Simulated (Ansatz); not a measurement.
Band structure of the (110) slab of Ni3Al (cut from a parent of space group no. 221; 8 atoms in the cell).

```yaml
crystal:
  lattice:
    - [3.57000, 0.00000, 0.00000]
    - [0.00000, 5.04874, 0.00000]
    - [0.00000, 0.00000, 19.78650]
  atoms:
    - { symbol: Al, position: [0.00000, 0.62500, 0.46810] }
    - { symbol: Al, position: [0.00000, 0.12500, 0.59568] }
    - { symbol: Ni, position: [0.50000, 0.37500, 0.40432], spin: 2.0 }
    - { symbol: Ni, position: [0.50000, 0.87500, 0.40432], spin: 2.0 }
    - { symbol: Ni, position: [0.00000, 0.12500, 0.46810], spin: 2.0 }
    - { symbol: Ni, position: [0.50000, 0.87500, 0.53189], spin: 2.0 }
    - { symbol: Ni, position: [0.50000, 0.37500, 0.53189], spin: 2.0 }
    - { symbol: Ni, position: [0.00000, 0.62500, 0.59568], spin: 2.0 }
```
(The spins are starting values, not results.)

Method: PBEsol, default PAW files made with PBE (plane waves; Ansatz, a program for electronic structure).

Settings: basis.ecutwfc = 420 eV; kpoints.mp_grid.grid = 4 3 1; hamiltonian.xc = pbesol; hamiltonian.pseudopotentials = {kind: paw} (the program's default PAW files); magnetization.spin_polarized = true; scf.occupations.method = cold; scf.occupations.width = 0.05 eV; kpoints.band_path.npoints = 16.

The starting cell has typed, rounded lattice constants, without a prior relaxation at this level. The slab is cut from that crystal, and its faces are unrelaxed. The moments shrank to a small part of their start, a low-spin state that need not be the lowest. The two faces of this cut differ, and no dipole correction was used.

These are the values that this program gave, and no reference: magnetic slabs can end in a higher state.

Levels in eV from the Fermi level, bands 55 to 62 of the first spin channel:
```csv
point,55,56,57,58,59,60,61,62
Γ,-0.51,-0.38,-0.28,-0.25,0.74,1.04,1.08,1.60
X,-0.52,-0.45,-0.27,-0.27,0.15,0.56,0.68,1.61
S,-0.69,-0.57,-0.38,-0.35,0.28,0.74,1.07,1.11
Y,-0.62,-0.59,-0.49,-0.27,0.47,0.59,2.94,3.08
```

Bands cross the Fermi level along this path, so the cell is metallic at this level.

The net moment of the cell came out as 2.03 μB.

Keys are those of Ansatz 0.2.
